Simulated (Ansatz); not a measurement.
Band gap (eV)

Cell A: Si3N4 (P6₃/m), 14 atoms in the cell, k-point mesh 12×6×6 on the run's own vectors. Conventional cell: a = b = 7.6190 Å, c = 2.9111 Å, α = β = 90.00°, γ = 120.00°.

Cell B: C (diamond, Fd-3m), 2 atoms in the cell, k-point mesh 16×16×16 on the run's own vectors. Conventional cell: a = b = c = 3.557 Å, α = β = γ = 90.00°.

Computed with Ansatz (plane waves, PAW), its PAW set soft_1, cutoff 420 eV, 500 eV for r2SCAN. The structures are at rest with PBE+D3(BJ); other levels are single points on them. Neutral cells; Fermi-Dirac smearing of at most 0.05 eV in the solids, energies taken to zero width. The lattices are those relaxed with PBE+D3(BJ), so at other levels the solids can be strained, which adds to the spread. No structure search was made; lower ones may exist. A dispersion term ran beside these levels; it doesn't touch the electrons. Gaps are highest filled to lowest empty Kohn-Sham level on the run's k-point mesh, states of defects and surfaces included; edges off the mesh make the true gap smaller, and under 0.08 eV counts as none; a gap is called direct where the least direct separation is within 0.02 eV of it.

| system | PBE | r2SCAN |
|---|---|---|
| A | 4.31 (indirect) | 4.96 (indirect) |
| B | 4.16 (indirect) | (withheld) |

**Question.** Complete the blanks.

**Answer.** 
- B, r2SCAN: 4.37 (indirect)

Ansatz is a quantum-chemistry and plane-wave program.
